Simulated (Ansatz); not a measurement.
The structure below was relaxed with PBE/PAW in Ansatz (a first-principles code), scalar-relativistic without spin-orbit coupling, earlier PAW set.

```
BeSi
1.0
    0.00000     2.57048     2.57048
    2.57048     0.00000     2.57048
    2.57048     2.57048     0.00000
Be Si
1 1
Cartesian
  3.85571   3.85571   3.85571
  0.00000   0.00000   0.00000
```

Find the space group and the Wyckoff positions.

Space group F-43m (No. 216); a = b = c = 5.141 Å, α = β = γ = 90.00°

```
atom  site  symmetry       x       y       z
----  ----  --------  ------  ------  ------
Be      4c      -43m  0.2500  0.2500  0.2500
Si      4a      -43m  0.0000  0.0000  0.0000
```

Stability against distortions was not tested. The final runs are not spin-polarised. The cell was made from SiC by this change: C → Be; the result is a hypothetical phase, not in the database extracts checked.
